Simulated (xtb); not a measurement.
xtb 6.7.1, GFN1-xTB: Sr(Br)(amdMe)(NH3)2 (CC1[N](C)[Sr](<-[NH3])(<-[NH3])([Br])<-[N]=1C), 25 atoms. The geometry is a generated start, not checked to be a minimum at this level.

| Property | Result |
|---|---|
| method | GFN1-xTB |
| --acc | 1 (default) |
| --etemp (K) | 300 (default) |
| detailed input (--input) | none: ANC optimiser, Lindh (1995) Hessian, microcycle=20, maxdispl=1.0, hlow=0.01 (default) |
| basis functions | 82 |
| valence electrons | 60 |

```xyz
25

Sr     1.1416    -0.4064     0.3090
Br     3.5920    -1.0861     1.3890
C     -2.3428     1.7985     0.0483
C     -1.0644     0.9954     0.1430
N     -0.1185     1.3216     0.9925
C     -0.2481     2.4640     1.8509
N     -0.8510    -0.0379    -0.6306
C     -1.8135    -0.4398    -1.6111
H     -3.1714     1.1682    -0.2634
H     -2.2153     2.5928    -0.6885
H     -2.5913     2.2508     1.0044
H      0.6907     2.5801     2.3988
H     -0.4321     3.3917     1.2902
H     -1.0553     2.3462     2.5900
H     -1.3780    -1.2546    -2.1928
H     -2.7463    -0.8126    -1.1613
H     -2.0753     0.3711    -2.3055
N      0.8818    -3.2206     1.2534
H      0.5738    -3.9612     0.6306
H      0.3354    -3.2884     2.1071
H      1.8532    -3.4045     1.5007
N      3.0392    -0.7906    -1.9993
H      3.0993    -0.1084    -2.7502
H      2.9808    -1.7110    -2.4257
H      3.9153    -0.7582    -1.4795
```

The structure is relaxed from this start with --opt LEVEL for the levels crude, sloppy, loose, lax, normal, tight, vtight, extreme, once each. Up to the end of the extreme run atoms move by at most 1.7 Å along an axis.

Problem. Choose the cheapest level whose final energy lies within 1 meV of that of extreme.

Solution. tight: 92 cycles against 114, ending 0.18 meV above.

```json
[
 {"level": "crude", "cycles": "10", "energy above the extreme run (meV)": "280", "gradient norm (eV/Å)": "0.47"},
 {"level": "sloppy", "cycles": "54", "energy above the extreme run (meV)": "12", "gradient norm (eV/Å)": "0.26"},
 {"level": "loose", "cycles": "56", "energy above the extreme run (meV)": "10", "gradient norm (eV/Å)": "0.18"},
 {"level": "lax", "cycles": "68", "energy above the extreme run (meV)": "3.5", "gradient norm (eV/Å)": "0.026"},
 {"level": "normal", "cycles": "73", "energy above the extreme run (meV)": "2.7", "gradient norm (eV/Å)": "0.028"},
 {"level": "tight", "cycles": "92", "energy above the extreme run (meV)": "0.18", "gradient norm (eV/Å)": "0.016"},
 {"level": "vtight", "cycles": "112", "energy above the extreme run (meV)": "under 0.01", "gradient norm (eV/Å)": "0.0019"},
 {"level": "extreme", "cycles": "114", "energy above the extreme run (meV)": "—", "gradient norm (eV/Å)": "0.0015"}
]
```
